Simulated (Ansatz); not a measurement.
The reference is NaI in the rock salt structure (space group Fm-3m, No. 225).

```
NaI
1.0
    0.00000     3.20105     3.20105
    3.20105     0.00000     3.20105
    3.20105     3.20105     0.00000
Na I
1 1
Direct
  0.00000   0.00000   0.00000
  0.50000   0.50000   0.50000
```

Cartesian axes are those of the cell as printed.

Method: PBEsol (Ansatz, a quantum-chemistry and plane-wave program), no spin-orbit coupling.

Base values:

| Property | Value |
|---|---|
| Valley order | Γ 3.60 eV; X along ⟨100⟩ 4.47 eV; L along ⟨111⟩ 4.96 eV |
| Valence-band top at Γ | 0.00, 0.00, 0.00 eV |

One thing is altered: uniaxial strain ε_zz = +0.50 %, all other strain components held at zero; the atoms relax in the strained cell.

Problem. What does the calculation give for the valley order after the change?

Solution. The valley order (the lowest conduction-band minima on the path, energy above the VBM, named in the base's zone) changes from Γ 3.60 eV; X along ⟨100⟩ 4.47 eV; L along ⟨111⟩ 4.96 eV to Γ 3.58 eV; X along [100] 4.46 eV; X along [001] 4.47 eV; L along [1-11] 4.96 eV.

Problem. Predict the new energy relative to the base.

Solution. The energy is nearly the same.

Problem. What happens to the valence-band top at Γ?

Solution. The valence-band top at Γ (three highest levels, from the VBM) becomes 0.00, -0.01, -0.01 eV (base: 0.00, 0.00, 0.00 eV).

Spin-orbit coupling, missing from the scalar runs, can matter with I. The levels and masses belong to the bands next to the band gap. Stability against distortions was not tested.
